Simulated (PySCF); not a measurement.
PySCF 2.14.0, BP86/def2-svp, df: Si(H)(Cl)(Et)(OMe) (CC[SiH](Cl)OC), 15 atoms. The geometry is a generated start, not checked to be a minimum at this level.

```yaml
task: energy
method: bp86
basis: def2-svp
two_electron_scheme: density fitting
mol.max_memory: 3000 MB
mf.max_cycle: 100
mf.init_guess: minao (default)
mf.DIIS: CDIIS (default)
mf.diis_space: 8 (default)
mf.conv_tol: 1e-09 (default)
mf.grids.level: 3 (default)
basis_functions: 137
grid_points: 182768
```

```xyz
15

Si     0.2164     0.3395    -0.8935
Cl     1.1023     1.9394    -1.7711
C     -1.3874     0.8261    -0.0139
C     -2.0862    -0.3598     0.6453
O      1.1455    -0.2113     0.3092
C      2.4872    -0.6155     0.3010
H      0.0358    -0.6478    -1.9579
H     -2.0663     1.2892    -0.7289
H     -1.1834     1.5801     0.7488
H     -1.4470    -0.7915     1.4103
H     -3.0180    -0.0447     1.1139
H     -2.3128    -1.1324    -0.0863
H      2.5981    -1.5555    -0.2467
H      2.7965    -0.7594     1.3360
H      3.1194     0.1438    -0.1662
```

One run each on 2 threads, 1 BLAS thread. Values of level_shift (Hartree) tried: 0 (default), 0.1, 0.3, 1.

Q: Predict the course of the Fock builds along this series.

A: Fewest Fock builds, within one of each other: 0 (default) with 12, 0.1 with 12. The count rises to 30 at 1. All converge to one solution.

| level_shift (Hartree) | Fock builds | end |
|---|---|---|
| 0 (default) | 12 | same solution |
| 0.1 | 12 | same solution |
| 0.3 | 15 | same solution |
| 1 | 30 | same solution |
